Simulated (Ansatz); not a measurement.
Relaxed 32-atom cells of Cd(Se,Te) in the zinc blende type, of low symmetry and near-random order, with the end members in the same type and cell. The zinc blende type need not be the stable form of CdSe, so that mixing against the stable forms can cost more. Left out are ordered and sheared cells and those that changed their type; one cell stands for each fraction.

Calculation: PBE (plane waves to 420 eV, PAW; Ansatz, an electronic-structure program). Scalar-relativistic, without spin–orbit coupling; with elements this heavy it can move edges by tenths of an eV.

| cell | fraction of Te | volume (Å³/atom) |
|---|---|---|
| CdSe | 0 | 29.73 |
| Cd4Se3Te | 0.2500 | 31.25 |
| Cd2SeTe | 0.5000 | withheld |
| Cd8Se3Te5 | 0.6250 | 33.66 |
| Cd4SeTe3 | 0.7500 | 34.49 |
| CdTe | 1 | 36.26 |

### Question
Fit y = y0 + (y1 − y0) x − b x (1 − x), with y0 and y1 the end rows to the rows shown by least squares, with x the second column and y the third, and predict the withheld row.

### Answer
The fit gives b = 0.66, with a root-mean-square miss of 0.008 on the rows shown. At x = 0.5000 it predicts 32.83; the run gives 32.84, a miss of -0.01.
